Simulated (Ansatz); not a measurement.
The starting structures come from a database of crystals and need not be the phases stable at ambient conditions.

 Where the default PAW files enter, the runs use the earlier of Ansatz's two default sets.

By PBEsol, the system below comes out a metal.

The ballistic (Sharvin) conductance counts the channels at the Fermi level: G/A = (e²/h) × channels of both spins per area.

Data:

```xyz
4
Lattice="4.3601 0.0000 0.0000 -2.1800 3.7759 0.0000 2.1800 1.2586 3.5600" Properties=species:S:1:pos:R:3 pbc="T T T"
Cu     0.0000     2.5173     1.7800
Cu     2.1800     1.2586     0.8900
Cu     2.1800     3.7759     2.6700
Sn     0.0000     0.0000     0.0000
```

Space group of this cell: Fm-3m. The cell is taken as given; by PBEsol its mean pressure is -6.3 GPa.

The current flows along the normal of the first two printed cell vectors, the (111) plane of the conventional cell. No spin-orbit coupling; the value is a mean over 0.1 eV about the Fermi level.

Problem. Give the ballistic conductance per area that PBEsol in Ansatz (a program for electronic structure) yields.

Solution. 0.72 × 10¹⁵ S/m² for both spins.
